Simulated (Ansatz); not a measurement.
Electronic density of states of amorphous Ga₂₄O₃₈Si, density 4.84 g/cm³, on a 2×2×2 Γ-centred mesh with a Gaussian width of 0.1 eV; energies count from the Fermi level, whose place inside the gap is arbitrary. Cell and mesh are small, so fine structure isn't converged. All values below come from PBE, scalar-relativistic without spin-orbit coupling (plane waves to 420 eV, PAW; Ansatz, a program for electronic structure). Sampling: a 2×2×2 Γ-centred mesh; Fermi-Dirac width 0.02 eV; no spin polarisation. At PBE the levels at the filled edge of the gap are localised (band-tail or defect states), and the nearest spread-out levels lie 1.9 eV apart at the zone centre.

Preparation: random packing, a CHGNet melt and quench, and a DFT relaxation. O atoms were pushed apart under 1.9 Å during the dynamics, to hinder bonds among them. The hot cell started wider than the set density and was brought back towards it in steps. It is the lowest in DFT energy of 2 quenches. It is a model cell: composition and starting density were chosen by hand, and all elements were melted together. No dispersion term was used. Its density started from a set value of 4.85 and ended at 4.84 g/cm³. Cooling (nominally 220 K/ps over its main leg) ran many orders faster than in experiment, which tends to leave more defects and strain. Values belong to this one cell and scatter from quench to quench. The volume was free in the relaxation, at fixed shape. Stress components on the final sampling reach 2.6 GPa.

```
E - EF (eV)  states/(eV atom)
-----------  ----------------
-12.00                   0.00
-11.90                   0.00
-11.80                   0.00
-11.70                   0.00
-11.60                   0.00
-11.50                   0.00
-11.40                   0.00
-11.30                   0.00
-11.20                   0.00
-11.10                   0.00
-11.00                   0.00
-10.90                   0.00
-10.80                   0.00
-10.70                   0.00
-10.60                   0.00
-10.50                   0.00
-10.40                   0.00
-10.30                   0.00
-10.20                   0.00
-10.10                   0.00
-10.00                   0.00
-9.90                    0.00
-9.80                    0.00
-9.70                    0.00
-9.60                    0.00
-9.50                    0.00
-9.40                    0.00
-9.30                    0.00
-9.20                    0.00
-9.10                    0.00
-9.00                    0.00
-8.90                    0.00
-8.80                    0.00
-8.70                    0.00
-8.60                    0.00
-8.50                    0.00
-8.40                    0.03
-8.30                    0.13
-8.20                    0.13
-8.10                    0.03
-8.00                    0.02
-7.90                    0.06
-7.80                    0.14
-7.70                    0.27
-7.60                    0.33
-7.50                    0.31
-7.40                    0.35
-7.30                    0.33
-7.20                    0.31
-7.10                    0.33
-7.00                    0.30
-6.90                    0.27
-6.80                    0.29
-6.70                    0.33
-6.60                    0.38
-6.50                    0.37
-6.40                    0.29
-6.30                    0.23
-6.20                    0.29
-6.10                    0.32
-6.00                    0.28
-5.90                    0.27
-5.80                    0.25
-5.70                    0.27
-5.60                    0.30
-5.50                    0.32
-5.40                    0.42
-5.30                    0.46
-5.20                    0.44
-5.10                    0.41
-5.00                    0.49
-4.90                    0.53
-4.80                    0.48
-4.70                    0.46
-4.60                    0.45
-4.50                    0.49
-4.40                    0.51
-4.30                    0.52
-4.20                    0.51
-4.10                    0.57
-4.00                    0.57
-3.90                    0.57
-3.80                    0.65
-3.70                    0.61
-3.60                    0.57
-3.50                    0.60
-3.40                    0.62
-3.30                    0.69
-3.20                    0.70
-3.10                    0.67
-3.00                    0.66
-2.90                    0.72
-2.80                    0.70
-2.70                    0.70
-2.60                    0.66
-2.50                    0.71
-2.40                    0.75
-2.30                    0.75
-2.20                    0.80
-2.10                    0.82
-2.00                    0.83
-1.90                    0.81
-1.80                    0.80
-1.70                    0.83
-1.60                    0.87
-1.50                    0.82
-1.40                    0.75
-1.30                    0.66
-1.20                    0.60
-1.10                    0.49
-1.00                    0.36
-0.90                    0.33
-0.80                    0.22
-0.70                    0.04
-0.60                    0.00
-0.50                    0.00
-0.40                    0.00
-0.30                    0.00
-0.20                    0.00
-0.10                    0.00
0.00                     0.00
0.10                     0.00
0.20                     0.00
0.30                     0.00
0.40                     0.00
0.50                     0.00
0.60                     0.00
0.70                     0.01
0.80                     0.02
0.90                     0.01
1.00                     0.00
1.10                     0.00
1.20                     0.00
1.30                     0.00
1.40                     0.00
1.50                     0.00
1.60                     0.00
1.70                     0.02
1.80                     0.05
1.90                     0.06
2.00                     0.06
2.10                     0.04
2.20                     0.03
2.30                     0.04
2.40                     0.04
2.50                     0.05
2.60                     0.09
2.70                     0.12
2.80                     0.08
2.90                     0.07
3.00                     0.05
3.10                     0.06
3.20                     0.08
3.30                     0.10
3.40                     0.09
3.50                     0.10
3.60                     0.15
3.70                     0.17
3.80                     0.16
3.90                     0.15
4.00                     0.18
4.10                     0.24
4.20                     0.23
4.30                     0.20
4.40                     0.15
4.50                     0.17
4.60                     0.20
4.70                     0.24
4.80                     0.22
4.90                     0.21
5.00                     0.28
5.10                     0.33
5.20                     0.31
5.30                     0.32
5.40                     0.33
5.50                     0.33
5.60                     0.31
5.70                     0.27
5.80                     0.32
5.90                     0.33
6.00                     0.30
6.10                     0.25
6.20                     0.29
6.30                     0.34
6.40                     0.32
6.50                     0.31
6.60                     0.33
6.70                     0.36
6.80                     0.38
6.90                     0.40
7.00                     0.33
7.10                     0.35
7.20                     0.37
7.30                     0.35
7.40                     0.36
7.50                     0.36
7.60                     0.33
7.70                     0.35
```

The level gap on this mesh is 1.61 eV; the broadening fills part of it in the curve.
